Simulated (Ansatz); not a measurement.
**Amorphous Si34N36**

It comes from a melt-quench run on a machine-learned potential (CHGNet), relaxed afterwards by DFT. N atoms were pushed apart under 1.9 Å during the dynamics, to hinder bonds among them. It is the lowest in DFT energy of 2 quenches. It is a model cell: composition and starting density were chosen by hand, and all elements were melted together. No dispersion term was used.

Methods: PBE, scalar-relativistic without spin-orbit coupling (Ansatz, an electronic-structure program); HSE06, scalar-relativistic without spin-orbit coupling (Ansatz). Geometry, pressure, stress and energy are those of the PBE run. Its sampling: a 2×2×2 Γ-centred mesh; Fermi-Dirac width 0.02 eV; no spin polarisation. Other functionals are single points at the zone centre (r2SCAN at 500 eV; exact exchange cut at the cell's faces), free to take moments where seeds were set. The usual formal charges leave 28 electrons over, so the level spacing at the Fermi energy parts defect or band states and needn't be the band gap. At PBE the levels at the filled edge of the gap are localised (band-tail or defect states), and the nearest spread-out levels lie 2.3 eV apart at the zone centre.

```yaml
number_of_atoms_in_the_cell: 70
Density (volume relaxed, without dispersion): 2.87 g/cm³
volume_per_atom: 12.06 Å³
Pressure on a 2×2×2 Γ-centred mesh: -0.07 GPa
Largest force and stress component on that mesh (the relaxation ran on the zone centre alone): 0.24 eV/Å and 2.8 GPa
Energy relative to beta Si3N4 + silicon (lowest mix at this level among the phases computed, not always the ambient ones): 0.398 eV/atom
Level spacing at the Fermi energy on a 2×2×2 Γ-centred mesh (PBE): 0.99 eV
Level spacing at the Fermi energy at the zone centre (PBE): 1.25 eV
Level spacing at the Fermi energy at the zone centre (HSE06): 1.99 eV
```

Bonds are counted up to Si-Si 2.60 Å, Si-N 2.34 Å, N-N 1.70 Å. Two cations that share two anions don't count as bonded, nor two that share one unless they lie closer than Si-Si 2.38 Å.

```json
{
 "Mean coordination of Si by anions": "3.26 (2 with 1, 4 with 2, 11 with 3, 17 with 4); 24 close contacts or bonds to cations besides",
 "Mean coordination of N": "3.08 (2 with 2, 29 with 3, 5 with 4)",
 "Mean Si-N bond": "1.789 Å (spread 0.095 Å, 111 counted)",
 "Mean Si-Si bond": "2.370 Å (spread 0.053 Å, 12 counted)"
}
```

Its density started from a set value of 3.00 g/cm³. The quench (nominally 300 K/ps over its main leg) was far faster than any real one, so the model tends to hold more defects than a real film. One small periodic cell is one sample of the glass; other quenches scatter about these values. The volume was free in the relaxation, at fixed shape. Stress components on the final sampling reach 2.8 GPa. On a 2×2×2 Γ-centred mesh force components of up to 0.24 eV/Å stay, since the relaxation ran on the zone centre alone.
